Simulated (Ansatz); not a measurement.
# SiC under load (space group P6_3mc): band-edge transport data

Data:

```xyz
4
Lattice="3.0059 0.0000 0.0000 -1.5030 2.6032 0.0000 0.0000 0.0000 5.0733" Properties=species:S:1:pos:R:3 pbc="T T T"
Si     0.0000     1.7355     0.0067
Si     1.5030     0.8677     2.5434
C      0.0000     1.7355     1.8958
C      1.5030     0.8677     4.4324
```

Calculation: PBE with spin-orbit coupling, rigid bands (plane waves, PAW; Ansatz, a program for electronic structure). Condition of this run: biaxial stress in the c plane of 15 GPa (compression positive) (the target of the relaxation). How the cell was made: cell and atoms relaxed with PBEsol, then loaded as said.

The band gap comes out as 1.95 eV and the electron conductivity mass (300 K, dilute) comes out as 0.43 (x), 0.43 (y), 0.27 (z) mₑ. The hole conductivity mass (300 K, dilute) is 1.11 (x), 1.11 (y), 1.66 (z) mₑ, the effective density of states N_c (300 K) is 1.1e19 cm⁻³ and the effective density of states N_v (300 K) is 6.5e19 cm⁻³. The density-of-states mass, electrons comes out as 0.58 mₑ and the density-of-states mass, holes comes out as 1.89 mₑ. The Seebeck coefficient, n-type 1e19 cm⁻³, 300 K comes out as -231 μV/K and the best n-type power factor at 300 K for τ = 10 fs (best axis; densities from 1e16 to 1e21 cm⁻³ tried, whether or not they can be reached) is 6.9 μW/(cm·K²) at 3e19 cm⁻³. The Seebeck coefficient, p-type 1e19 cm⁻³, 300 K is 390 μV/K and the best p-type power factor at 300 K for τ = 10 fs (best axis; densities from 1e16 to 1e21 cm⁻³ tried, whether or not they can be reached) is 12.2 μW/(cm·K²) at 3e20 cm⁻³.

Rigid bands; masses and Seebeck coefficients take one relaxation time τ for all states and one kind of carrier; polarons and phonon drag are left out. Geometry: cell and atoms relaxed with PBEsol.
